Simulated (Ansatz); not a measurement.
Band structure of Ni3Se2 (R32, 5 atoms in the cell).

```xyz
5
Lattice="2.9386 1.6966 2.3554 -2.9386 1.6966 2.3554 0.0000 -3.3932 2.3554" Properties=species:S:1:pos:R:3 pbc="T T T"
Ni    -1.4883     1.6966     2.3554
Ni    -0.7251    -2.1372     2.3554
Ni     2.2135     0.4406     2.3554
Se     0.0000     0.0000     1.8223
Se     0.0000     0.0000     5.2440
```

Method: LDA (PW92), PAW files made with PBE (plane waves; Ansatz, a quantum-chemistry and plane-wave program).

Settings: kpoints.mp_grid.grid = 7 7 7; hamiltonian.xc = lda; hamiltonian.pseudopotentials = {kind: paw} (the program's default PAW files); scf.occupations.method = gaussian; scf.occupations.width = 0.1 eV; kpoints.band_path.npoints = 8.

The starting cell comes from a database of computed structures (which also holds hypothetical and non-ambient phases and stackings), without a prior relaxation at this level. Its lattice was rescaled by a random factor within 2.5 % of one. Spin polarisation is off, so a magnetic state, if there is one, cannot be reached.

Levels in eV from the Fermi level, bands 41 to 48:
```json
[
 {"point": "Γ", "41": "-1.04", "42": "-0.64", "43": "1.20", "44": "1.20", "45": "1.92", "46": "1.94", "47": "2.21", "48": "2.21"},
 {"point": "P", "41": "-1.25", "42": "-0.85", "43": "-0.81", "44": "-0.66", "45": "-0.50", "46": "7.46", "47": "7.47", "48": "7.56"},
 {"point": "Z", "41": "-1.25", "42": "-0.83", "43": "-0.83", "44": "-0.66", "45": "-0.50", "46": "7.47", "47": "7.47", "48": "7.57"},
 {"point": "Q", "41": "-1.25", "42": "-0.87", "43": "-0.79", "44": "-0.66", "45": "-0.50", "46": "7.44", "47": "7.48", "48": "7.53"},
 {"point": "F", "41": "-1.28", "42": "-0.59", "43": "-0.40", "44": "0.58", "45": "1.12", "46": "3.05", "47": "3.13", "48": "4.79"},
 {"point": "P1", "41": "-1.25", "42": "-0.85", "43": "-0.81", "44": "-0.66", "45": "-0.50", "46": "7.46", "47": "7.47", "48": "7.56"},
 {"point": "Q1", "41": "-1.25", "42": "-0.87", "43": "-0.79", "44": "-0.66", "45": "-0.50", "46": "7.44", "47": "7.48", "48": "7.53"},
 {"point": "L", "41": "-1.01", "42": "-0.97", "43": "-0.12", "44": "0.68", "45": "0.82", "46": "3.64", "47": "3.80", "48": "5.95"}
]
```

Bands cross the Fermi level along this path, so the cell is metallic at this level.

Keys are those of Ansatz 0.2.
